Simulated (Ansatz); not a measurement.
Ansatz (an electronic-structure program) run on Ti (P6_3/mmc, 2 atoms in the cell): relaxation of cell and atoms.

Method of the run: LDA (PW92), default PAW files made with PBE (plane waves; Ansatz).

The change in words: atoms on their sites; relax: default → cell and atoms. Reference geometry:
```
CELL_PARAMETERS angstrom
      1.46762    -2.54200     0.00000
      1.46762     2.54200     0.00000
      0.00000     0.00000     4.65660
ATOMIC_POSITIONS crystal
  Ti 0.33333 0.66667 0.26074
  Ti 0.66667 0.33333 0.75000
```

Reference input (self-consistent single point, DFT, LDA (PW92), plane waves, default PAW files made with PBE): basis.ecutwfc = 30.9 Ry; kpoints.mp_grid.grid = 13 13 7; hamiltonian.xc = lda; hamiltonian.pseudopotentials = {kind: paw} (the program's default PAW files); scf.occupations.method = fermi_dirac; scf.occupations.width = 0.0073 Ry. This run's input differs from it in these lines:

Ansatz 0.2 input:
```diff
@@ -6,4 +6,4 @@
   atoms:
-    - { symbol: Ti, position: [0.33333300, 0.66666700, 0.26073700] }
-    - { symbol: Ti, position: [0.66666700, 0.33333300, 0.75000000] }
+    - { symbol: Ti, position: [0.33333333, 0.66666667, 0.25000000] }
+    - { symbol: Ti, position: [0.66666667, 0.33333333, 0.75000000] }
 basis:
@@ -21,2 +21,4 @@
     width: 0.0073 Ry
+relax:
+  cell: {}
 output:
```

Output (repeated stretches shortened):

```
   [... SCF lines of the steps left out ...]
relax step   1: F+E_penalty+E_count = -4900.56859018 eV  Δ(F+E_penalty+E_count) = +0.000e0 eV  max|allowed force component| = 5.551e-17 eV/Å  Δτ_max = 0.0000 Å  P = -8.267 GPa  Ω = 34.745 Å³  (6 SCF iters, dr2 threshold 1.00e-7 eV, accepted)
relax step   2: F+E_penalty+E_count = -4900.57276096 eV  Δ(F+E_penalty+E_count) = -4.171e-3 eV  max|allowed force component| = 1.295e-16 eV/Å  Δτ_max = 0.0000 Å  P = +9.998 GPa  Ω = 30.053 Å³  energy of the carried Pulay correction = +1.042e-3 eV  [...]
   [... lines left out ...]
relax step   7: F+E_penalty+E_count = -4900.63701790 eV  Δ(F+E_penalty+E_count) = -2.499e-6 eV  max|allowed force component| = 1.850e-17 eV/Å  Δτ_max = 0.0000 Å  P = -0.001 GPa  Ω = 32.240 Å³  energy of the carried Pulay correction = +7.977e-7 eV  [...]
relax step   8: F+E_penalty+E_count = -4900.63701698 eV  Δ(F+E_penalty+E_count) = +9.229e-7 eV  max|allowed force component| = 3.331e-16 eV/Å  Δτ_max = 0.0000 Å  P = -0.001 GPa  Ω = 32.240 Å³  stress off target by 2.93e-3 GPa  SCF on the basis [...]
basis re-selected at this cell: Δ(F+E_penalty+E_count) = +9.229e-7 eV, ΔP = -0.000 GPa vs the last step
the relaxation is at rest under the 24 symmetry operations that the run kept from its start: a minimum is not shown …
Stability not checked: this state was not tested for a lower state beside it, because too few of the mixer's solves of this state at the end of the SCF gave a …
Free energy (F): -4900.637017 eV
Internal energy: -4900.564184 eV  (E = F + TS)
   [... lines left out ...]
Fermi energy:    14.249359 eV
   [... lines left out ...]
to start a new deck from the relaxed geometry:
  cell:  # Å, volume = 32.2404 Å³
    - [1.431765804168755, -2.479891117359995, 0.0]
    - [1.431765804168755, 2.479891117359995, 0.0]
    - [0.0, 0.0, 4.540101345458684]
  atoms:
    - { symbol: Ti, position: [0.33333333333333326, 0.6666666666666666, 0.25000000000000006] }
    - { symbol: Ti, position: [0.6666666666666666, 0.33333333333333326, 0.7500000000000001] }
```

The run converged.  The full log also holds: “iter 5 did not close the SCF: its close was put off for the readings that it lacked (scf_convergence_deferred on its scf_iter line)”. The full log also holds: “iter 5 did not close the SCF: its close was put off for the readings that it lacked (scf_convergence_deferred on its scf_iter line)”.

Summary of the result:
```
Quantity                                                                                             Value
-----------------------------------------------  ---------------------------------------------------------
Free energy E − TS (on the zero of these files)                                              -4900.6370 eV
Fermi level (on the code's own zero)                                                              14.25 eV
Pressure                                                                                          0.00 GPa
Final cell                                       a = b = 2.864 Å, c = 4.540 Å, α = β = 90.00°, γ = 120.00°
Final volume per atom                                                                             16.12 Å³
Relaxation steps                                                                                         8
```

The starting cell has typed, rounded lattice constants, without a prior relaxation at this level. Its lattice was rescaled by up to half a per cent. Spin polarisation is off. The relaxation keeps the symmetry of its start, so its end need not be a minimum. Ansatz's pressure includes its estimate of the finite-basis (Pulay) stress.
